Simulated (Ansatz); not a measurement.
A computed series for La3PbC: response to strain

Take La₃PbC in the anti-perovskite structure (space group Pm-3m, No. 221; a = 5.2403 Å; a cell from a computed database, its experimental status unchecked) as the base. Axes: x, y, z lie along the cube axes.

Strains are applied to the cell and any free atomic positions relax; under biaxial strain the out-of-plane vector relaxes too; under stress the whole cell relaxes.

Level of theory: r2SCAN/PAW in Ansatz (a program for electronic structure), without spin-orbit coupling.

Notes on the quantities. energy relative to the base: free energy F.

| variant | energy relative to the base | volume per atom |
|---|---|---|
| base | 0 meV/atom | 28.78 Å³ |
| biaxial strain −2.66 %, plane normal [111], relaxed out of plane | +17 meV/atom | 27.78 Å³ |
| biaxial strain +1.23 %, plane normal [111], relaxed out of plane | … | 29.25 Å³ |
| isotropic strain +0.47 % | +1.1 meV/atom | 29.19 Å³ |
| uniaxial strain ε_xx = −1.49 % | +2.8 meV/atom | 28.35 Å³ |
| uniaxial strain ε_yy = −1.49 % | +2.8 meV/atom | 28.35 Å³ |
| uniaxial stress, 2 GPa tension along z | … | 29.10 Å³ |
| uniaxial stress, 5 GPa compression along x | … | 28.11 Å³ |

**Question.** Some entries are withheld; estimate them.

**Answer.** 
- biaxial strain +1.23 %, plane normal [111], relaxed out of plane, energy relative to the base: +3.4 meV/atom
- uniaxial stress, 2 GPa tension along z, energy relative to the base: +3.2 meV/atom
- uniaxial stress, 5 GPa compression along x, energy relative to the base: +16 meV/atom

Without a gap, meshes like the base's 9×9×9 leave anisotropic stresses uncertain by several tenths of a GPa, and small strain energies with them. Beyond what the load breaks, stability against distortions was not tested. All final runs are without spin polarisation. An odd electron count without spin: La3PbC.
